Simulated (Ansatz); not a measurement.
Ansatz (an electronic-structure program) run on ScOF (P4/nmm, 6 atoms in the cell): self-consistent single point.

Method: LDA (PW92), PAW files made with PBE (plane waves; Ansatz).

```
ScOF
1.0
    3.62752     0.00000     0.00000
    0.00000     3.62752     0.00000
    0.00000     0.00000     5.17220
Sc O F
2 2 2
Direct
  0.50000   0.00000   0.70585
  0.00000   0.50000   0.29415
  0.00000   0.00000   0.50000
  0.50000   0.50000   0.50000
  0.50000   0.50000   0.00000
  0.00000   0.00000   0.00000
```

Reference input (self-consistent single point, DFT, LDA (PW92), plane waves, PAW files made with PBE): kpoints.mp_grid.grid = 7 7 5; hamiltonian.xc = lda; hamiltonian.pseudopotentials = {kind: paw} (the program's default PAW files); scf.occupations.method = fixed. This run's input differs from it in these lines:

Ansatz 0.2 input:
```diff
@@ -14,3 +14,3 @@
 kpoints:
-  mp_grid: { grid: [7, 7, 5] }
+  mp_grid: { grid: [5, 5, 4] }
 hamiltonian:
```

Output, abridged:

```
SCF iter   1: F=—  HF=-6900.293697 eV  |F-HF|=—  |Δ(HF+E_count)|=         —  Δρ=3.91e-1  dr2=1.45e2  ethr=3.10e-3  ⟨swp⟩=4.3  Hψ=2041  notcnv=0  defer=37
all-band conjugate gradients solve this SCF's bands
   [... lines left out ...]
SCF iter   9: F=—  HF=-6888.124162 eV  |F-HF|=—  |Δ(HF+E_count)|=   4.17e-3  Δρ=8.99e-4  dr2=8.17e-4  ethr=2.45e-5  ⟨swp⟩=3.0  Hψ=797  notcnv=0  defer=72
SCF iter  10: F=—  HF=-6888.123905 eV  |F-HF|=—  |Δ(HF+E_count)|=   2.57e-4  Δρ=6.23e-5  dr2=2.94e-6  ethr=1.70e-6  ⟨swp⟩=2.2  Hψ=965  notcnv=0  defer=72
SCF iter  11: F=—  HF=-6888.123907 eV  |F-HF|=—  |Δ(HF+E_count)|=   1.15e-6  Δρ=1.57e-5  dr2=1.34e-7  ethr=6.12e-9  ⟨swp⟩=2.0  Hψ=876  notcnv=0  defer=57
SCF iter  12: F=-6888.123907 eV  HF=-6888.123907 eV  |F-HF|=6.50e-10  |Δ(HF+E_count)|=   1.57e-8  Δρ=4.10e-6  dr2=6.81e-9  ethr=2.08e-10  ⟨swp⟩=10.0  Hψ=2506  notcnv=0
SCF 1 converged in 12 iterations: F = -6888.123907 eV  dr2 = 6.81e-9
Free energy (F): -6888.123907 eV
Internal energy: -6888.123907 eV  (E = F + TS)
E sigma→0 (E₀):  -6888.123907 eV
Fermi energy:    7.301545 eV
--- Forces (eV/Å), atoms counted from 1 ---
  atom   1  Sc     0.00000000     0.00000000    -0.22373081
  atom   2  Sc    -0.00000000     0.00000000     0.22373081
  atom   3  O      0.00000000     0.00000000     0.00000000
  atom   4  O     -0.00000000     0.00000000     0.00000000
  atom   5  F      0.00000000     0.00000000     0.00000000
  atom   6  F     -0.00000000     0.00000000    -0.00000000
--- Stress (GPa, compression-positive) ---
      -12.248493       0.000000       0.000000
        0.000000     -12.248493       0.000000
        0.000000       0.000000     -11.786202
  P = ⅓ Tr σ = -12.0944 GPa (-120.944 kbar)
  The stress holds the Pulay correction. Without it, at fixed plane waves, as pw.x and ABINIT print it: P = -12.7008 GPa
```

The run converged in 12 iterations. Against the reference run the free energy hardly moves (within 1 meV/atom), the pressure stays at -12.09 GPa, the largest force stays at 0.224 eV/Å and the gap on the mesh goes from 4.275 to 4.261 eV.

The starting cell comes from a database of computed structures (which also holds hypothetical and non-ambient phases and stackings), without a prior relaxation at this level. With a pressure of about -12 GPa the cell is away from its equilibrium volume at this level. Ansatz's pressure includes its estimate of the finite-basis (Pulay) stress. Without the estimate this run gives -12.70 GPa.
